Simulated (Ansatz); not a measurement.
# How a calculation on FeCu2GeSe4 (I-42m, 8 atoms in the cell) responds to its settings

```yaml
crystal:
  lattice:
    - [-2.82215, 2.82215, 5.57726]
    - [2.82215, -2.82215, 5.57726]
    - [2.82215, 2.82215, -5.57726]
  atoms:
    - { symbol: Fe, position: [0.00000, 0.00000, 0.00000], spin: 4.0 }
    - { symbol: Cu, position: [0.75000, 0.25000, 0.50000] }
    - { symbol: Cu, position: [0.25000, 0.75000, 0.50000] }
    - { symbol: Ge, position: [0.50000, 0.50000, 0.00000] }
    - { symbol: Se, position: [0.37375, 0.88287, 0.00000] }
    - { symbol: Se, position: [0.11713, 0.11713, 0.49088] }
    - { symbol: Se, position: [0.88287, 0.37375, 0.00000] }
    - { symbol: Se, position: [0.62625, 0.62625, 0.50912] }
```
(The spins are starting values, not results.)

Base run A: PBEsol, default PAW files made with PBE in Ansatz (a quantum-chemistry and plane-wave program), self-consistent single point.

Its settings: basis.ecutwfc = 420 eV; kpoints.mp_grid.grid = 7 7 7; hamiltonian.xc = pbesol; hamiltonian.pseudopotentials = {kind: paw} (the program's default PAW files); magnetization.spin_polarized = true; scf.occupations.method = fermi_dirac; scf.occupations.width = 0.1 eV.

The starting cell comes from a database of computed structures (which also holds hypothetical and non-ambient phases and stackings), without a prior relaxation at this level. With one magnetic atom in the cell only a parallel order is possible. In the base run, with a pressure of about -3 GPa the cell is away from its equilibrium volume at this level. Ansatz's pressure includes its estimate of the finite-basis (Pulay) stress.

ΔF is the free energy per atom less that of run A. 

Run A gave: pressure (GPa) -3.42; largest force (eV/Å) 0.145; size of the net moment (μB/atom) 0.46; TS (meV/atom) 13.7.

Runs:
- B: scf.occupations.width = 0.002 eV
- C: scf.occupations.width = 0.01 eV
- D: scf.occupations.width = 0.025 eV
- E: scf.occupations.width = 0.05 eV
- F: scf.occupations.width = 0.15 eV
- G: scf.occupations.width = 0.2 eV
- H: scf.occupations.width = 0.3 eV
- I: scf.occupations.width = 0.5 eV
- J: scf.occupations.width = 0.8 eV

Task: What does run G change against A?

Result: The free energy goes down by 21.9 meV/atom, the pressure goes from -3.42 to -3.27 GPa, the largest force goes from 0.145 to 0.183 eV/Å and the size of the net moment hardly changes (0.46 to 0.44 μB/atom).

Task: What does run F change against A?

Result: The free energy goes down by 8.8 meV/atom, the pressure moves little (-3.42 to -3.36 GPa), the largest force goes from 0.145 to 0.163 eV/Å and the size of the net moment hardly changes (0.46 to 0.45 μB/atom).

Task: What does run E change against A?

Result: The free energy goes up by 5.0 meV/atom, the pressure moves little (-3.42 to -3.45 GPa), the largest force goes from 0.145 to 0.131 eV/Å and the size of the net moment moves little (0.46 to 0.47 μB/atom).

Runs J lost their moments and ended non-magnetic.

```tsv
run	ΔF (meV/atom)	pressure (GPa)	largest force (eV/Å)	size of the net moment (μB/atom)	TS (meV/atom)
A	0.00	-3.42	0.145	0.46	13.7
B	6.5	-3.45	0.117	0.48	0.0
C	6.4	-3.45	0.119	0.48	0.1
D	6.1	-3.46	0.123	0.47	0.7
E	5.0	-3.45	0.131	0.47	3.1
F	-8.8	-3.36	0.163	0.45	32.6
G	-21.9	-3.27	0.183	0.44	61.3
H	-61.9	-2.97	0.234	0.41	148.9
I	-201.2	-2.22	0.391	0.34	452.0
J	-578.6	-0.73	0.672	0.00	1273.2
```

Keys are those of Ansatz 0.2.
